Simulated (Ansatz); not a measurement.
Where the default PAW files enter, the runs use the earlier of Ansatz's two default sets.

Here is the system:

```yaml
crystal:
  lattice:
    - [3.08864, 0.00000, 0.00000]
    - [-1.54432, 2.67484, 0.00000]
    - [1.54432, -0.89161, 2.52186]
  atoms:
    - { symbol: Al, position: [0.00000, 0.00000, 0.00000] }
    - { symbol: N, position: [0.75000, 0.25000, 0.75000] }
```

Space group of this cell: F-43m, zinc blende. The cell is taken as given.

All values below come from r2SCAN (plane waves, PAW; Ansatz, an electronic-structure program).

The current runs along the normal of the first two printed vectors; no spin-orbit coupling. Scaled by the factor s: both lengths across the current (ions clamped). Meshes 12×12×12 and 12×12 across the current in all rows.

| s | mean pressure (GPa) | slowest mid-gap decay constant κ (1/Å) |
|---|---|---|
| 0.98 | 9.6 | ? |
| 1.00 | 0.2 | 0.281 |
| 1.02 | -7.4 | 0.272 |

Take the slope of the slowest mid-gap decay constant κ against ln s from the two given rows, extrapolate to s = 0.98, and say what the run there gives.

Slope = (0.272 − 0.281) / ln 1.02 = -0.454 1/Å. The line gives 0.281 + (-0.454) × ln 0.98 = 0.290 1/Å. The run gives 0.290 1/Å, as the line does.
